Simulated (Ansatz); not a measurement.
An Ansatz (a program for electronic structure) run: Ta with a change (uniaxial strain ε_zz = −1.00 %); r2SCAN/PAW in Ansatz, no spin-orbit coupling.

Input:

Ansatz 0.2 input:
```yaml
crystal:
  lattice:
    - [-1.65304483, 1.65304483, 1.6365143817]
    - [1.65304483, -1.65304483, 1.6365143817]
    - [1.65304483, 1.65304483, -1.6365143817]
  atoms:
    - { symbol: Ta, position: [0, 0, 0] }
basis: { ecutwfc: 500, ecutrho_ratio: 4, xc_grid: 4, fft_grid_basis: typed }
kpoints: { mp_grid: { grid: [28, 28, 28] } }
hamiltonian:
  xc: r2scan
  dispersion: none
  pseudopotentials: { kind: paw }
scf: { occupations: { method: fermi_dirac, width: 0.1 }, convergence: { dr2_threshold: 0.0000000001 } }
relax: { f_tol: 0.005, max_steps: 50 }
output: { forces: true, stress: true }
checkpoint: { write: state.ck, write_every: 1000 }
```

Output (explanatory and most iteration lines left out):

```
Relaxation: its limit of steps is 50 (relax.max_steps)
Pseudopotential: Ta, paw, valence charge 13
Crystal: 1 atoms, lattice volume = 17.887 Å³
Basis set: ecut = 500 eV, 457 PW (Γ), exchange–correlation on 96×96×96 points (64 copies of the dense FFT grid, shifted against one another)
Bands: 11, of which v1, the nominal top of the filled ones, is band 7 counted from 1 (6 counted from 0)
Symmetry: 16 space group operations
Space group: I4/mmm (ITA 139), of the structure as read, at distance tolerance 2.6e-5 Å
k-points: 1639 of 21952
Functional: x = r2scan, c = r2scan; τ floored in thin density (d = 2e-4 eV/Å³)
SCF iter   1: F=—  HF=-9944.319009 eV  |F-HF|=—  |Δ(HF+E_count)|=         —  Δρ=6.15e-3  dr2=1.71e-3  dr2_τ=1.58e-2  ethr=1.77e-3  ⟨swp⟩=5.5  Hψ=108139  notcnv=0
SCF iter   2: F=—  HF=-9944.336934 eV  |F-HF|=—  |Δ(HF+E_count)|=   1.79e-2  Δρ=3.55e-3  dr2=6.53e-4  dr2_τ=2.29e-4  ethr=1.31e-5  ⟨swp⟩=2.0  Hψ=45629  notcnv=0  defer=47
SCF 1 converged in 9 iterations: F = -9944.337722 eV  dr2 = 6.98e-13
relax step   1: F+E_penalty+E_count = -9944.33772232 eV  Δ(F+E_penalty+E_count) = +0.000e0 eV  max|allowed force component| = 0.000e0 eV/Å  Δτ_max = 0.0000 Å  (9 SCF iters, accepted)
Crystal: 1 atoms, lattice volume = 17.887 Å³
SCF iter   1: F=—  HF=-9944.337722 eV  |F-HF|=—  |Δ(HF+E_count)|=         —  Δρ=9.28e-8  dr2=6.99e-13  dr2_τ=1.46e-13  ethr=1.00e-12  ⟨swp⟩=1.1  Hψ=110403  notcnv=0  defer=51
SCF iter   2: F=-9944.337722 eV  HF=-9944.337722 eV  |F-HF|=7.28e-12  |Δ(HF+E_count)|=  7.28e-12  Δρ=4.75e-8  dr2=1.73e-13  dr2_τ=1.76e-14  ethr=1.00e-12  ⟨swp⟩=3.0  Hψ=44698  notcnv=0
SCF 2 converged in 2 iterations: F = -9944.337722 eV  dr2 = 1.73e-13
SCF converged after 2 iterations
Free energy (F): -9944.337722 eV
Internal energy: -9944.296745 eV  (E = F + TS)
E sigma→0 (E₀):  -9944.317234 eV
Entropy (-TS):   -0.040977 eV (-40.977 meV/atom)
Fermi energy:    18.637436 eV
--- Forces (eV/Å), atoms counted from 1 ---
  atom   1  Ta     0.00000000     0.00000000    -0.00000000
--- Stress (GPa, compression-positive) ---
        1.701478       0.000000       0.000000
        0.000000       1.701478       0.000000
        0.000000       0.000000       2.814260
  P = ⅓ Tr σ = 2.0724 GPa (20.724 kbar)
--- Relaxed structure (1 steps of the walk, 1 accepted, 0 SCFs on fresh bases) ---
  atoms:
    - { symbol: Ta, position: [0.0, 0.0, 0.0] }
```

Stability against distortions was not tested. The final runs are not spin-polarised. The cell was made from Ta in the bcc (W type) structure (space group Im-3m, No. 229) by this change: uniaxial strain ε_zz = −1.00 %.
